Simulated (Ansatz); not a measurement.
## Short convergence ladders for ZnCu2SnS4 (Fmm2, 8 atoms in the cell)

```
ZnCu2SnS4
1.0
   -2.68500     2.68500     5.36861
    2.68500    -2.68500     5.36861
    2.68500     2.68500    -5.36861
Zn Cu Sn S
1 2 1 4
Cartesian
  0.00000   0.00000   0.05000
  2.68500   0.00000   2.68431
  0.00000   2.68500   2.68431
  0.00000   0.00000   5.36861
 -1.38524   1.38524   6.79945
  1.38524   1.38524   3.93777
  1.38524  -1.38524   6.79945
  1.29975   1.29975  -1.43084
```

Base method: LDA (PW92), default PAW files made with PBE (plane waves; Ansatz, a program for electronic structure).

Base settings: basis.ecutwfc = 420 eV; kpoints.mp_grid.grid = 3 3 3; hamiltonian.xc = lda; hamiltonian.pseudopotentials = {kind: paw} (the program's default PAW files); scf.occupations.method = fermi_dirac; scf.occupations.width = 0.1 eV.

The count of work is k-points × plane waves × bands × iterations; it is no time. 

**The cutoff for other potential files**

Level: DFT, LDA (PW92), plane waves, harder PAW files (source: ansatz) made with PBE.

In this ladder: hamiltonian.pseudopotentials = {kind: paw, source: ansatz}.

The second cell is the first with its lattice scaled by 0.98.

The mesh stays at the base's, so the ladder's end is converged at best in this setting alone.

The first pressure column holds Ansatz's estimate of the finite-basis (Pulay) stress, which hides part of the cutoff error; the other is without it.

Only quantities that move along the ladder and can be compared are tabulated.

| basis.ecutwfc | free energy less the last step's (meV/atom) | energy of the compressed cell less the first (meV/atom) | pressure (GPa) | pressure without the Pulay estimate (GPa) | largest difference of a force vector from the last step's (eV/Å) | count of work / last |
|---|---|---|---|---|---|---|
| 315 eV | 10951.98 | 41.06 | -1.56 | -464.89 | 0.312 | 0.12 |
| 385 eV | 1897.50 | 1.46 | -1.90 | -105.24 | 0.037 | 0.14 |
| 490 eV | 109.42 | 3.92 | -1.96 | -10.62 | 0.010 | 0.21 |
| 595 eV | 5.09 | 3.99 | -2.01 | -2.43 | 0.002 | 0.27 |
| 700 eV | 1.52 | 4.05 | -2.01 | -2.03 | 0.000 | 0.36 |
| 840 eV | 1.10 | 4.04 | -2.02 | -2.03 | 0.000 | 0.46 |
| 1050 eV | 0.34 | 4.04 | -2.02 | -2.03 | 0.000 | 0.65 |
| 1400 eV | 0.00 | 4.03 | -2.02 | -2.02 | 0.000 | 1.0 |

Coarsest basis.ecutwfc that holds the energy of the compressed cell less the first within 0.2 meV/atom of the last step, with all finer ones: 490 eV, at 0.21 of the last step's count of work; the step before is off by 2.6 meV/atom.

Coarsest basis.ecutwfc that holds the pressure without the Pulay estimate within 0.5 GPa of the last step, with all finer ones: 595 eV, at 0.27 of the last step's count of work; the step before is off by 8.6 GPa.

Coarsest basis.ecutwfc that holds the forces within 0.02 eV/Å of the last step, with all finer ones: 490 eV, at 0.21 of the last step's count of work; the step before is off by 0.037 eV/Å.

The energy difference between the two cells stays within 1 meV/atom of the last step's from 490 eV on, the total only from 1050 eV on: much of the error is common to both cells and cancels.

At the lowest cutoff the pressure without the Pulay estimate lies 463 GPa under the last step's, the usual sign of Pulay stress in an incomplete plane-wave basis.

**The density cutoff**

The mesh stays at the base's, so the ladder's end is converged at best in this setting alone.

Only quantities that move along the ladder and can be compared are tabulated.

```csv
basis.ecutrho_ratio,free energy less the last step's (meV/atom),pressure (GPa)
2,-5.61,-1.73
3,-0.12,-2.02
4,0.00,-2.02
5,0.00,-2.02
6,0.00,-2.02
8,0.00,-2.02
10,0.00,-2.02
12,0.00,-2.02
16,0.00,-2.02
```

Coarsest basis.ecutrho_ratio that holds the free energy within 2 meV/atom of the last step, with all finer ones: 3; the step before is off by 5.6 meV/atom.

Coarsest basis.ecutrho_ratio that holds the pressure within 0.2 GPa of the last step, with all finer ones: 3; the step before is off by 0.30 GPa.

**The relaxed cell against the cutoff**

On ZnCu2SnS4 (I-42m, 8 atoms in the cell): atoms on their sites.

In this ladder: relax = cell and atoms.

The mesh stays at the base's, so the ladder's end is converged at best in this setting alone.

Only quantities that move along the ladder and can be compared are tabulated.

| basis.ecutwfc | relaxed volume (Å³/atom) | relaxation steps |
|---|---|---|
| 250 eV | 18.968 | 22 |
| 295 eV | 18.911 | 13 |
| 355 eV | 18.842 | 7 |
| 420 eV | 18.830 | 5 |
| 505 eV | 18.827 | 5 |
| 630 eV | 18.826 | 5 |
| 840 eV | 18.825 | 5 |

Coarsest basis.ecutwfc that holds the relaxed volume within 0.019 Å³/atom of the last step, with all finer ones: 355 eV; the step before is off by 0.086 Å³/atom.

At the lowest cutoff the cell relaxes to a volume 0.8 % larger than at the highest. Ansatz relaxes on a stress corrected for the finite basis.

On the base run: the starting cell comes from a database of computed structures (which also holds hypothetical and non-ambient phases and stackings), without a prior relaxation at this level. Its lattice was rescaled by up to half a per cent. One atom was moved a little off its site on purpose. Spin polarisation is off. The run gives no clean gap (levels at the Fermi energy touch, overlap or are partly filled at this smearing), which alone does not show that the compound is a metal. Without a gap this mesh is coarse (it stands for a supercell whose shortest vector is 16 Å).

Left out of this page: 1 run of the series failed or unconverged.

Keys are those of Ansatz 0.2.
